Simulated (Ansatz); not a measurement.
**KTaO3: pressure series**

The reference is KTaO3 in the cubic perovskite structure (space group Pm-3m, No. 221; a = 4.0232 Å).

Cell and atoms are relaxed at each pressure.

All numbers come from plane-wave PAW DFT at the PBE level (Ansatz, a program for electronic structure, 420 eV), no spin-orbit coupling, earlier PAW set.

```tsv
pressure (GPa)	volume per atom (Å³/atom)
-2	13.165
-1	13.093
0	13.024
1.8	12.903
4.2	12.751
18	?
30	11.537
45	11.041
60	10.634
```

Task: Fit the third-order Birch–Murnaghan form P(V) = (3B₀/2)[(V₀/V)^(7/3) − (V₀/V)^(5/3)]·[1 + (3/4)(B₀′ − 4)((V₀/V)^(2/3) − 1)] (squares taken in P) to the rows shown and predict the withheld row.

Result: Least squares on the printed values gives V₀ = 13.024 Å³/atom, B₀ = 190 GPa, B₀′ = 4.4; this predicts 12.026 Å³/atom, and the run gives 12.026 Å³/atom, in agreement.

Measured bulk modulus of KTaO3: 220 GPa (temperature not stated; as listed in S. Tinte et al., Phys. Rev. B (1998)); the computed value is for a static lattice, so the two differ by thermal effects too.

Load acts through the strain it causes; cell and atoms are relaxed under it. Stability against distortions was not tested. Competing high-pressure phases were not computed.
